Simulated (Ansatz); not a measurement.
The parent structure is TiC in the rock salt structure (space group Fm-3m, No. 225; a = 4.293 Å; relaxed with 0.1 eV smearing). Axes: x, y, z lie along the cube axes.

Computed with Kohn–Sham DFT with the PBEsol functional, run in Ansatz (a quantum-chemistry and plane-wave program) with PAW and 420 eV plane waves, without spin-orbit coupling.

Base values:

Band gap: zero

The change: uniaxial strain ε_yy = +5.21 %, all other strain components held at zero, atoms relaxed at fixed cell.

Task: Predict the new energy relative to the base, stress and band gap.

Result: The energy increases by 38 meV/atom; the stress (xx, yy, zz, yz, xz, xy; compression positive) is (-5.8, -21.7, -5.8, 0.0, 0.0, 0.0) GPa; the band gap is still zero.

Stability against distortions was not tested. The base started in Pnma and relaxed to Fm-3m at this level. All final runs are without spin polarisation.
